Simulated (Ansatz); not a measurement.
Effective masses and thermopower of CdTe under load (space group I-4m2)

Given:

```xyz
2
Lattice="0.0000 3.4783 2.9908 3.4783 0.0000 2.9908 3.4783 3.4783 0.0000" Properties=species:S:1:pos:R:3 pbc="T T T"
Cd     0.0000     0.0000     0.0000
Te     1.7392     1.7392     1.4954
```

Calculation: r2SCAN with spin-orbit coupling, rigid bands (plane waves, PAW; Ansatz, a program for electronic structure). Condition of this run: biaxial stress xx = yy = -2 GPa (compression positive) (the target of the relaxation). Geometry: cell and atoms relaxed with r2SCAN, then loaded as said.

```yaml
band_gap: 0.62 eV
electron conductivity mass (300 K, dilute): 0.086 (x), 0.086 (y), 0.081 (z) mₑ
hole conductivity mass (300 K, dilute): 0.57 (x), 0.57 (y), 0.176 (z) mₑ
effective density of states N_c (300 K): 5.7e17 cm⁻³
effective density of states N_v (300 K): 4.9e18 cm⁻³
density_of_states_mass_electrons: 0.081 mₑ
density_of_states_mass_holes: 0.34 mₑ
Seebeck coefficient, n-type 1e19 cm⁻³, 300 K: -57 μV/K
Seebeck coefficient, p-type 1e19 cm⁻³, 300 K: 191 μV/K
best p-type power factor at 300 K for τ = 10 fs (best axis; densities from 1e16 to 1e21 cm⁻³ tried, whether or not they can be reached): 5.1 μW/(cm·K²) at 3e20 cm⁻³
```

Rigid bands; masses and Seebeck coefficients take one relaxation time τ for all states and one kind of carrier; polarons and phonon drag are left out.
